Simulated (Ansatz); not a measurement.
Base system: PbSe in the rock salt structure (space group Fm-3m, No. 225; a = 6.2177 Å).

Calculations: PBE (Ansatz, a program for electronic structure), no spin-orbit coupling, earlier PAW set.

For the base:

| Property | Value |
|---|---|
| Width of the top valence band | 2.91 eV |
| Hole mass | 0.19 mₑ along k, 0.12 mₑ across (at L) |
| Pressure | -0.01 GPa |
| Electron mass | 0.15 mₑ along k, 0.12 mₑ across (at L) |

One thing is altered: the cell is scaled by 1.0200 in all directions; the atoms relax in the strained cell.

### Question
What does the calculation give for the width of the top valence band, energy relative to the base, hole mass, pressure and electron mass after the change?

### Answer
The width of the top valence band decreases by 0.37 eV (2.91 eV → 2.54 eV); the energy rises by 15 meV/atom; the hole mass changes from 0.19 mₑ along k, 0.12 mₑ across (at L) to 0.27 mₑ along k, 0.14 mₑ across (at L); the pressure drops by 2.426 GPa to -2.43 GPa; the electron mass goes from 0.15 mₑ along k, 0.12 mₑ across (at L) to 0.20 mₑ along k, 0.13 mₑ across (at L).

Spin-orbit coupling, missing from the scalar runs, can matter with Pb. The levels and masses belong to the bands next to the band gap. Masses are band curvatures over ±0.01 Å⁻¹ around the edge. Along k means along the line from Γ to the band edge. Stability against distortions was not tested.
